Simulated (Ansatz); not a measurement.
System: GaAs (Pa-3, No. 205, 16 atoms in the cell; start mp-15619; a measured phase of this formula has another space group). Method: PBEsol (plane waves, PAW; Ansatz, a program for electronic structure).

Output (set-up and result lines):

```
Crystal: 16 atoms, lattice volume = 332.410 Å³
Basis set: ecut = 520 eV, 8925 PW (Γ), exchange–correlation on 108×108×108 points (8 copies of the dense FFT grid, shifted against one another)
Bands: 135, of which v1, the nominal top of the filled ones, is band 112 counted from 1 (111 counted from 0)
Symmetry: 24 space group operations
Space group: Pa-3 (ITA 205), of the structure as read, at distance tolerance 6.9e-5 Å
k-points: 45 of 512
Functional: x = pbesol(κ = 0.804, μ = 0.12345679012345678), c = pbesol(β = 0.046)
SCF iter   1: F=—  HF=-68452.963370 eV  |F-HF|=—  |Δ(HF+E_count)|=         —  Δρ=2.59e-3  dr2=2.78e-2
SCF iter   2: F=—  HF=-68452.945646 eV  |F-HF|=—  |Δ(HF+E_count)|=   1.77e-2  Δρ=1.55e-3  dr2=1.08e-2
  ...
SCF iter   9: F=—  HF=-68452.943967 eV  |F-HF|=—  |Δ(HF+E_count)|=   1.46e-9  Δρ=6.34e-7  dr2=1.78e-9
SCF iter  10: F=-68452.943967 eV  HF=-68452.943967 eV  |F-HF|=7.28e-11  |Δ(HF+E_count)|=  2.76e-10  Δρ=1.87e-7  dr2=2.52e-10
SCF 1 converged in 10 iterations: F = -68452.943967 eV  dr2 = 2.52e-10
SCF converged after 10 iterations
Free energy (F): -68452.943967 eV
Internal energy: -68452.940624 eV  (E = F + TS)
E sigma→0 (E₀):  -68452.942295 eV
Fermi energy:    9.555995 eV
--- Stress (GPa, compression-positive) ---
        0.011991       0.000000       0.000000
        0.000000       0.011991       0.000000
        0.000000       0.000000       0.011991
  P = ⅓ Tr σ = 0.0120 GPa (0.120 kbar)
```

Q: Write an input file that could have produced this run (the log leaves some choices open).

A: One answer among several that fit: 
Ansatz 0.2 input:
```yaml
crystal:
  lattice:
    - [6.9272043493, 0.0, 0.0]
    - [0.0, 6.9272043493, 0.0]
    - [0.0, 0.0, 6.9272043493]
  atoms:
    - { symbol: Ga, position: [0.3420116345, 0.3420116345, 0.3420116345] }
    - { symbol: Ga, position: [0.6579883655, 0.6579883655, 0.6579883655] }
    - { symbol: Ga, position: [0.1579883655, 0.6579883655, 0.8420116345] }
    - { symbol: Ga, position: [0.8420116345, 0.3420116345, 0.1579883655] }
    - { symbol: Ga, position: [0.8420116345, 0.1579883655, 0.6579883655] }
    - { symbol: Ga, position: [0.1579883655, 0.8420116345, 0.3420116345] }
    - { symbol: Ga, position: [0.6579883655, 0.8420116345, 0.1579883655] }
    - { symbol: Ga, position: [0.3420116345, 0.1579883655, 0.8420116345] }
    - { symbol: As, position: [0.1399719314, 0.1399719314, 0.1399719314] }
    - { symbol: As, position: [0.8600280686, 0.8600280686, 0.8600280686] }
    - { symbol: As, position: [0.3600280686, 0.8600280686, 0.6399719314] }
    - { symbol: As, position: [0.6399719314, 0.1399719314, 0.3600280686] }
    - { symbol: As, position: [0.6399719314, 0.3600280686, 0.8600280686] }
    - { symbol: As, position: [0.3600280686, 0.6399719314, 0.1399719314] }
    - { symbol: As, position: [0.8600280686, 0.6399719314, 0.3600280686] }
    - { symbol: As, position: [0.1399719314, 0.3600280686, 0.6399719314] }
basis:
  ecutwfc: 520
  ecutrho_ratio: 4
  xc_grid: 2
kpoints:
  mp_grid: { grid: [8, 8, 8] }
hamiltonian:
  xc: pbesol
  dispersion: none
  pseudopotentials: { kind: paw }
scf:
  occupations: { method: fermi_dirac, width: 0.05 }
  convergence: { dr2_threshold: 0.0000000016 }
output:
  forces: true
  stress: true
  eigenvalues: true
```

The PAW data were made under PBE.

Computing time: around 3 core-minutes (rough).

A start named mp-… is a Materials Project structure, which need not be a measured phase.
